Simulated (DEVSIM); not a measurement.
Structure: Schottky contact on n-type β-Ga2O3, at 300 K.

```
layer (left to right)  material  thickness (μm)  Nd (cm⁻³)  τn (s)  τp (s)
---------------------  --------  --------------  ---------  ------  ------
1                       β-Ga2O3            11.0     6.2e15  7.4e-8  7.4e-8
2                       β-Ga2O3            1.40     1.4e18  7.4e-8  7.4e-8
```

Left contact: Schottky, work function 4.95 eV, emission velocity 8.2e6 cm/s. Right contact: ohmic. Voltage is applied to the left contact. Recombination: SRH at mid-gap. Mobility is μmin + (μ − μmin)/(1 + (N/Nref)^α).

The device is made up for the run: typed textbook-type constants, with dimensions and the other settings drawn at random. Values at 300 K.

```
parameter      β-Ga2O3
-------------  -------
gap (eV)           4.8
affinity (eV)        4
permittivity        10
Nc (cm⁻³)       3.7e18
Nv (cm⁻³)         5e20
μn (cm²/Vs)        160
μp (cm²/Vs)          1
μn,min              20
μp,min             0.1
Nref,n            1e18
Nref,p            1e18
αn                 0.8
αp                 0.8
```

DEVSIM, 1D drift-diffusion, Boltzmann statistics, complete ionisation; no tunnelling, impact ionisation, image-force lowering or self-heating. Metal contacts follow the ideal Schottky-Mott rule: no Fermi-level pinning, no interface dipoles.

Question: Tabulate band edges, carrier densities and field at -5.0 V on the left contact.

Answer: Energies count from the Fermi level of the right contact; mesh points crowd at the junctions.

```json
[
 {"x (μm)": "0.000", "Ec (eV)": "5.950", "Ev (eV)": "1.150", "n (cm⁻³)": "130", "p (cm⁻³)": "< 1e2", "field (V/cm)": "-110000"},
 {"x (μm)": "0.02807", "Ec (eV)": "5.635", "Ev (eV)": "0.835", "n (cm⁻³)": "130", "p (cm⁻³)": "< 1e2", "field (V/cm)": "-110000"},
 {"x (μm)": "0.08884", "Ec (eV)": "4.984", "Ev (eV)": "0.184", "n (cm⁻³)": "140", "p (cm⁻³)": "< 1e2", "field (V/cm)": "-100000"},
 {"x (μm)": "0.2204", "Ec (eV)": "3.717", "Ev (eV)": "-1.083", "n (cm⁻³)": "160", "p (cm⁻³)": "< 1e2", "field (V/cm)": "-89000"},
 {"x (μm)": "0.6792", "Ec (eV)": "0.817", "Ev (eV)": "-3.983", "n (cm⁻³)": "71000", "p (cm⁻³)": "< 1e2", "field (V/cm)": "-37000"},
 {"x (μm)": "1.498", "Ec (eV)": "0.165", "Ev (eV)": "-4.635", "n (cm⁻³)": "6.2e15", "p (cm⁻³)": "< 1e2", "field (V/cm)": "≈ 0"},
 {"x (μm)": "3.271", "Ec (eV)": "0.165", "Ev (eV)": "-4.635", "n (cm⁻³)": "6.2e15", "p (cm⁻³)": "< 1e2", "field (V/cm)": "≈ 0"},
 {"x (μm)": "7.767", "Ec (eV)": "0.165", "Ev (eV)": "-4.635", "n (cm⁻³)": "6.2e15", "p (cm⁻³)": "< 1e2", "field (V/cm)": "≈ 0"},
 {"x (μm)": "9.519", "Ec (eV)": "0.165", "Ev (eV)": "-4.635", "n (cm⁻³)": "6.2e15", "p (cm⁻³)": "< 1e2", "field (V/cm)": "≈ 0"},
 {"x (μm)": "10.33", "Ec (eV)": "0.165", "Ev (eV)": "-4.635", "n (cm⁻³)": "6.2e15", "p (cm⁻³)": "< 1e2", "field (V/cm)": "≈ 0"},
 {"x (μm)": "10.70", "Ec (eV)": "0.165", "Ev (eV)": "-4.635", "n (cm⁻³)": "6.2e15", "p (cm⁻³)": "< 1e2", "field (V/cm)": "-25"},
 {"x (μm)": "10.91", "Ec (eV)": "0.155", "Ev (eV)": "-4.645", "n (cm⁻³)": "9.1e15", "p (cm⁻³)": "< 1e2", "field (V/cm)": "-2200"},
 {"x (μm)": "10.97", "Ec (eV)": "0.123", "Ev (eV)": "-4.677", "n (cm⁻³)": "3.2e16", "p (cm⁻³)": "< 1e2", "field (V/cm)": "-12000"},
 {"x (μm)": "11.00", "Ec (eV)": "0.048", "Ev (eV)": "-4.752", "n (cm⁻³)": "5.8e17", "p (cm⁻³)": "< 1e2", "field (V/cm)": "-63000"},
 {"x (μm)": "11.04", "Ec (eV)": "0.025", "Ev (eV)": "-4.775", "n (cm⁻³)": "1.4e18", "p (cm⁻³)": "< 1e2", "field (V/cm)": "≈ 0"},
 {"x (μm)": "11.12", "Ec (eV)": "0.025", "Ev (eV)": "-4.775", "n (cm⁻³)": "1.4e18", "p (cm⁻³)": "< 1e2", "field (V/cm)": "≈ 0"},
 {"x (μm)": "11.29", "Ec (eV)": "0.025", "Ev (eV)": "-4.775", "n (cm⁻³)": "1.4e18", "p (cm⁻³)": "< 1e2", "field (V/cm)": "≈ 0"},
 {"x (μm)": "11.63", "Ec (eV)": "0.025", "Ev (eV)": "-4.775", "n (cm⁻³)": "1.4e18", "p (cm⁻³)": "< 1e2", "field (V/cm)": "≈ 0"},
 {"x (μm)": "12.12", "Ec (eV)": "0.025", "Ev (eV)": "-4.775", "n (cm⁻³)": "1.4e18", "p (cm⁻³)": "< 1e2", "field (V/cm)": "≈ 0"},
 {"x (μm)": "12.28", "Ec (eV)": "0.025", "Ev (eV)": "-4.775", "n (cm⁻³)": "1.4e18", "p (cm⁻³)": "< 1e2", "field (V/cm)": "≈ 0"},
 {"x (μm)": "12.36", "Ec (eV)": "0.025", "Ev (eV)": "-4.775", "n (cm⁻³)": "1.4e18", "p (cm⁻³)": "< 1e2", "field (V/cm)": "≈ 0"},
 {"x (μm)": "12.40", "Ec (eV)": "0.025", "Ev (eV)": "-4.775", "n (cm⁻³)": "1.4e18", "p (cm⁻³)": "< 1e2", "field (V/cm)": "≈ 0"}
]
```
